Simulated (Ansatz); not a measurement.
Base system: BN in the zinc blende structure (space group F-43m, No. 216; a = 3.610 Å). Axes: x, y, z lie along the cube axes.

Method: Kohn–Sham DFT with the r2SCAN functional, run in Ansatz (a first-principles code) with PAW and 500 eV plane waves, without spin-orbit coupling.

Strains are applied to the cell and any free atomic positions relax.

One change was made to it. Results:

The valence-band top at Γ (three highest levels, from the VBM) becomes 0.00, 0.00, -0.15 eV (base: 0.00, 0.00, 0.00 eV); the energy goes up by 3.4 meV/atom; the band gap shrinks by 0.156 eV (5.00 eV → 4.85 eV).

Problem. Which change produced these results?
A. uniaxial strain ε_zz = +1.50 %
B. uniaxial strain ε_zz = +1.00 %
C. uniaxial strain ε_zz = +3.00 %
D. uniaxial strain ε_zz = +2.50 %

Solution. A, uniaxial strain ε_zz = +1.50 %. For comparison, the band gap in the other runs: uniaxial strain ε_zz = +3.00 % gives 4.70 eV; uniaxial strain ε_zz = +2.50 % gives 4.75 eV; uniaxial strain ε_zz = +1.00 % gives 4.90 eV.

Whether these cells are dynamically stable was not tested.
